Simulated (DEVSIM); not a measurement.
System: abrupt Si n-p junction, at 350 K.

Layer 1 from the left is Si, thickness (μm) 0.120, Nd (cm⁻³) 3.5e15, τn (s) 3e-5, τp (s) 3e-5. Layer 2 from the left is Si, thickness (μm) 85.0, Na (cm⁻³) 2.1e14, τn (s) 3e-5, τp (s) 3e-5.

Left contact: ohmic. Right contact: ohmic. Voltage is applied to the left contact. Recombination: SRH at mid-gap, Auger. Mobility is constant in doping.

Constants are typed, rounded textbook-type inputs, not results; the design itself was drawn at random and stands for no fabricated device. Values at 300 K; Nc and Nv go as T^1.5, mobilities as T to minus their exponent, the gap by Varshni's rule with the affinity fixed.

Si: gap (eV) 1.124, affinity (eV) 4.05, permittivity 11.7, Nc (cm⁻³) 2.86e19, Nv (cm⁻³) 3.1e19, μn (cm²/Vs) 1417, μp (cm²/Vs) 470, T exponent of μn 2.3, T exponent of μp 2.2, Cn (cm⁶/s) 2.8e-31, Cp (cm⁶/s) 9.9e-32, Varshni α (eV/K) 0.000473, Varshni β (K) 636.

Simulated with DEVSIM: 1D drift-diffusion, Boltzmann statistics, complete ionisation; no tunnelling, impact ionisation, image-force lowering or self-heating.

Question: What does the simulation give for the dark forward voltage at 1 A/cm², the potential step across the device at zero bias, the largest field in the device at zero bias?

Answer: dark forward voltage at 1 A/cm² 0.712 V; potential step across the device at zero bias 0.466 V; largest field in the device at zero bias 5700 V/cm.
